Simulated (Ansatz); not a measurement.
## fcc Pb (1 1 1) on wurtzite CdS (0 0 1) (film strained to the substrate, started from cuts of the bulks and a machine-learned relaxation; slabs Cd12S12 and Pb16, which can lie off the formulas)

A periodic stack without vacuum, fcc Pb (1 1 1) on wurtzite CdS (0 0 1) (film strained to the substrate, started from cuts of the bulks and a machine-learned relaxation; slabs Cd12S12 and Pb16, which can lie off the formulas): substrate slab Cd12S12, film Pb16, surface cells [[-1, 1], [-2, -1]] and [[2, 0], [0, 2]], film strained by +2.0 and +2.0 %, outermost planes S/Cd and Pb/Pb as cut, which need not be the usual terminations and can put a slab off its formula.

The start was prepared with a machine-learned potential, and the result is one local minimum, with the in-plane cell held and forces under 0.04 eV/Å; the film can end far from its bulk form.

These are PBE (plane waves to 420 eV, PAW; Ansatz, an electronic-structure program) values and carry that method's errors. Scalar-relativistic, without spin–orbit coupling; the runs are not spin-polarised. Its k-point mesh 4×4×1, Fermi–Dirac width 0.05 eV.

```
Item                                                                                                                     Result
--------------------------------------------------------------------------------  ---------------------------------------------
interface area                                                                                                          45.7 Å²
period                                                                                                                  25.37 Å
heights between the nearest atoms of the two slabs at the two interfaces                                        2.60 and 2.71 Å
Cd–Pb contacts across the interfaces within 1.22 times the sum of covalent radii                                 7, mean 3.33 Å
Pb–S contacts across the interfaces within 1.22 times the sum of covalent radii                                  3, mean 2.93 Å
estimate of the barrier                                                           withheld, since the two interfaces are unlike
```

```
CELL_PARAMETERS angstrom
      7.26793    -0.00008     0.06748
      3.63388     6.29442     0.05039
      1.14104    -2.20665    25.37251
ATOMIC_POSITIONS crystal
  Cd 0.64756 0.33331 0.08932
  Cd 0.30984 0.00234 0.08960
  Cd 0.97730 0.66561 0.08969
  Cd 0.92957 0.37891 0.22365
  Cd 0.59711 0.04567 0.22450
  Cd 0.26384 0.71269 0.22347
  S  0.60817 0.36732 0.19076
  S  0.27573 0.03553 0.19100
  S  0.94199 0.70097 0.19107
  S  0.99013 0.32127 0.05319
  S  0.65910 0.98654 0.05467
  S  0.32317 0.65752 0.05514
  Cd 0.54856 0.42688 0.35855
  Cd 0.21328 0.09186 0.35841
  Cd 0.88387 0.75616 0.35855
  Cd 0.83238 0.47097 0.50085
  Cd 0.50237 0.13472 0.48855
  Cd 0.16532 0.80429 0.49896
  S  0.51350 0.46255 0.46041
  S  0.17469 0.12567 0.46025
  S  0.84980 0.78659 0.46035
  S  0.89364 0.41361 0.32507
  S  0.56036 0.08059 0.32627
  S  0.22724 0.74695 0.32506
  Pb 0.97870 0.65805 0.60365
  Pb 0.96290 0.16137 0.60374
  Pb 0.46658 0.67486 0.60347
  Pb 0.46620 0.16789 0.61103
  Pb 0.59623 0.37418 0.71602
  Pb 0.60155 0.86268 0.71545
  Pb 0.09150 0.36959 0.71608
  Pb 0.09426 0.87138 0.71446
  Pb 0.22436 0.07252 0.82758
  Pb 0.22217 0.57239 0.82715
  Pb 0.72289 0.07566 0.82752
  Pb 0.72248 0.57494 0.82894
  Pb 0.81831 0.81750 0.94615
  Pb 0.87672 0.27777 0.94385
  Pb 0.34607 0.75198 0.94632
  Pb 0.34871 0.27842 0.93353
```
